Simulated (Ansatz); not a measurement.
Take BN in the zinc blende structure (space group F-43m, No. 216; a = 3.625 Å) as the base.

Calculations: PBE (Ansatz, a quantum-chemistry and plane-wave program), spin-orbit coupling left out.

Strains are applied to the cell and any free atomic positions relax.

One change was made to it. Results:

```tsv
quantity	base	after
hole mass (degenerate bands, along [100])	0.50, 0.53, 0.53 mₑ (at Γ)	0.47, 0.55, 0.55 mₑ (at Γ)
electron mass	0.91 mₑ along k, 0.30 mₑ across (at X)	0.95 mₑ along k, 0.31 mₑ across (at X)
smallest direct gap	8.79 eV	8.43 eV
band gap	4.46 eV	4.38 eV
```

Task: Which of these changes matches the shifts?
(A) isotropic strain +2.50 %
(B) isotropic strain −3.00 %
(C) isotropic strain +1.00 %

Result: A, isotropic strain +2.50 %. For comparison, the band gap in the other runs: isotropic strain −3.00 % gives 4.55 eV; isotropic strain +1.00 % gives 4.43 eV.

Effective masses come from finite differences of ±0.01 Å⁻¹. Along k means along the line from Γ to the band edge. No phonon test of stability was made.
